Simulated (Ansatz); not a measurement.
Results of PBEsol (PAW; Ansatz, a quantum-chemistry and plane-wave program) for AlB2-type ZrB2.

Run with plane-wave cutoff 520 eV, 18×18×12 k mesh (along the axes of the cell as run), Fermi–Dirac smearing 0.1 eV, perturbation theory, force constants from a 6×6×4 q mesh, scalar-relativistic PAW data made under PBE.

Computed at the level's own relaxed cell.

Space group P6/mmm (No. 191); a = 3.1551 Å, b = 3.1551 Å, c = 3.5059 Å, α = 90.00°, β = 90.00°, γ = 120.00°

```csv
atom,site,symmetry,x,y,z
Zr,1a,6/mmm,0.0000,0.0000,0.0000
B,2d,-6m2,0.3333,0.6667,0.5000
```

Harmonic phonon frequencies (cm⁻¹; i marks an imaginary mode):

```csv
q point,frequencies
Γ,0 0 0 461 461 482 562 787 787
A,216 216 246 414 414 505 625 791 791
K,251 268 268 545 545 632 658 658 757
```

No imaginary mode appears at these points.
